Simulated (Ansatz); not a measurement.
A one-dimensional SrTe body, 2 atoms a period, stretched and compressed along its axis from its relaxed period of 6.027 Å, atoms relaxed at each length.

```yaml
crystal:
  lattice:
    - [11.00000, 0.00000, 0.00000]
    - [0.00000, 11.00000, 0.00000]
    - [0.00000, 0.00000, 6.02685]
  atoms:
    - { symbol: Sr, position: [0.50000, 0.50000, 0.00000] }
    - { symbol: Te, position: [0.50000, 0.50000, 0.50000] }
```

Computed with PBE (plane waves to 420 eV, PAW; Ansatz, a quantum-chemistry and plane-wave program). Mesh 1×1×50. No spin polarisation. It repeats along c; a and b span vacuum. A hypothetical model. It keeps the symmetry and period of its start, so it need not be a minimum against all distortions. Pairing along the axis, which can open a gap, is among the distortions not tried. Values not marked SOC lack spin–orbit coupling. Buckling under compression is shut out by symmetry and the short period. Energies are free energies at a Fermi–Dirac width of 0.02 eV, from the unstrained cell.

```csv
strain (%),energy (meV a period),axial force (nN),PBE gap (eV)
-3.0,+57,-1.05,2.02
-1.5,+14,-0.49,2.04
0.0,0,-0.01,1.96
+1.5,+12,+0.41,1.87
+3.0,+45,+0.77,1.78
```

The slope of the force at zero strain is 30 nN.
